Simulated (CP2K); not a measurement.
CP2K run on LiAg3 (Pm-3m, 4 atoms in the cell): self-consistent single point.

Method: PBEsol, GPW, DZVP-MOLOPT-PBE-GTH basis, GTH-PBE potentials (POTENTIAL_UZH) in CP2K.

```yaml
crystal:
  lattice:
    - [4.03340, 0.00000, 0.00000]
    - [0.00000, 4.03340, 0.00000]
    - [0.00000, 0.00000, 4.03340]
  atoms:
    - { symbol: Li, position: [0.00000, 0.00000, 0.00000] }
    - { symbol: Ag, position: [0.00000, 0.50000, 0.50000] }
    - { symbol: Ag, position: [0.50000, 0.00000, 0.50000] }
    - { symbol: Ag, position: [0.50000, 0.50000, 0.00000] }
```

Reference input (self-consistent single point, DFT PBEsol, GPW, DZVP-MOLOPT-PBE-GTH basis, GTH-PBE potentials (POTENTIAL_UZH)): CUTOFF = 500 Ry; REL_CUTOFF = 40 Ry; SMEAR/METHOD = FERMI_DIRAC; ELECTRONIC_TEMPERATURE = 580.23 K; KPOINTS/SCHEME = MONKHORST-PACK 8 8 8; GAMMA_CENTERED = T; XC_FUNCTIONAL = PBE:PBESOL; Li/BASIS_SET = DZVP-MOLOPT-PBE-GTH-q3; Li/POTENTIAL = GTH-PBE-q3; Ag/BASIS_SET = DZVP-MOLOPT-PBE-GTH-q11; Ag/POTENTIAL = GTH-PBE-q11; METHOD = GPW. This run's input differs from it in these lines:

```diff
@@ -40,3 +40,3 @@
     &KPOINTS
-      SCHEME MONKHORST-PACK 8 8 8
+      SCHEME MONKHORST-PACK 6 6 6
       GAMMA_CENTERED T
```

Log, with long lists cut:

```
 SCF WAVEFUNCTION OPTIMIZATION

  Step     Update method      Time    Convergence         Total energy    Change
     1 NoMix/Diag. 0.20E+00      -     0.32980448      -118.7263203738 -1.19E+02
     2 Broy./Diag. 0.20E+00      -     0.08170186      -121.7532449866 -3.03E+00
     3 Broy./Diag. 0.20E+00      -     0.13739101      -120.0317516596  1.72E+00
     4 Broy./Diag. 0.20E+00      -     0.01121217      -118.6655092472  1.37E+00
     5 Broy./Diag. 0.20E+00      -     0.00327541      -118.5801155155  8.54E-02
     6 Broy./Diag. 0.20E+00      -     0.00267142      -118.5916422947 -1.15E-02
   [... 4 lines left out ...]
    11 Broy./Diag. 0.20E+00      -     0.00000560      -118.6174758889 -5.05E-05
    12 Broy./Diag. 0.20E+00      -     0.00001176      -118.6174900951 -1.42E-05
    13 Broy./Diag. 0.20E+00      -     0.00000115      -118.6174230855  6.70E-05
    14 Broy./Diag. 0.20E+00      -     0.00000084      -118.6174146646  8.42E-06
  *** SCF run converged in    14 steps ***

  Overlap energy of the core charge distribution:               0.00000000760760
  Self energy of the core charge distribution:               -185.18180301516244
  Core Hamiltonian energy:                                     60.62900324382379
  Hartree energy:                                              24.99139917030697
  Exchange-correlation energy:                                -19.05539099022931
  Electronic entropic energy:                                  -0.00062308073269
  Fermi energy:                                                 0.22655420969841

  Total energy:                                              -118.61741466463123
  Total energy (extrapolated to T->0):                       -118.61710312426489

                     Mulliken Population Analysis

   [... lines left out ...]

 STRESS| Analytical stress tensor [bar]
 STRESS|                        x                   y                   z
 STRESS|      x       -1.65165478071E+04   1.08826500891E-04   1.08826271158E-04
 STRESS|      y        1.08826500891E-04  -1.65158309785E+04   1.08825637396E-04
 STRESS|      z        1.08826271158E-04   1.08825637396E-04  -1.65170878310E+04
 STRESS| 1/3 Trace                                            -1.65164888722E+04
```

The run converged in 14 iterations. Against the reference run the free energy goes up by 5.3 meV/atom and the pressure hardly changes (-1.59 to -1.65 GPa).

The starting cell comes from a database of computed structures (which also holds hypothetical and non-ambient phases and stackings), without a prior relaxation at this level. Its lattice was rescaled by a random factor within 2.5 % of one. Values carry the incompleteness of an atom-centred basis. The potentials were made for another functional than the one used.

Cost on one core of a shared machine: roughly 90 s.
